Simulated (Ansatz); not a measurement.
The starting structures come from a database of crystals and need not be the phases stable at ambient conditions.

 Where the default PAW files enter, the runs use the earlier of Ansatz's two default sets.

## Evanescent states of GeSe₂ (I-42d, not sure to be the ambient phase, 6 atoms a cell, 28.1 Å³ an atom) along the normal of (110)

These are PBEsol (plane waves, PAW; Ansatz, a program for electronic structure) values and carry that method's errors.

The gap is the functional's own, uncorrected, and κ follows it; spin-orbit coupling is left out. Mid-gap values are interpolated between the computed energies.

Energies count from the valence-band top; κ is the least over a 6×6 mesh across the current.

```csv
E (eV),κ (1/Å),where
0.04,0.111,Γ
0.14,0.149,Γ
0.23,0.162,Γ
0.32,0.162,Γ
0.41,(withheld),Γ
0.49,(withheld),Γ
0.58,(withheld),Γ
0.68,(withheld),Γ
0.77,(withheld),Γ
0.85,(withheld),Γ
0.94,(withheld),Γ
1.03,(withheld),Γ
1.12,(withheld),Γ
1.22,(withheld),Γ
1.30,0.138,Γ
1.40,0.127,Γ
1.49,0.112,Γ
1.57,0.074,off Γ
```

### Question
Fill in the missing entries.

### Answer

- 0.41, κ (1/Å): 0.164
- 0.49, κ (1/Å): 0.167
- 0.58, κ (1/Å): 0.168
- 0.68, κ (1/Å): 0.168
- 0.77, κ (1/Å): 0.168
- 0.85, κ (1/Å): 0.166
- 0.94, κ (1/Å): 0.163
- 1.03, κ (1/Å): 0.159
- 1.12, κ (1/Å): 0.154
- 1.22, κ (1/Å): 0.147
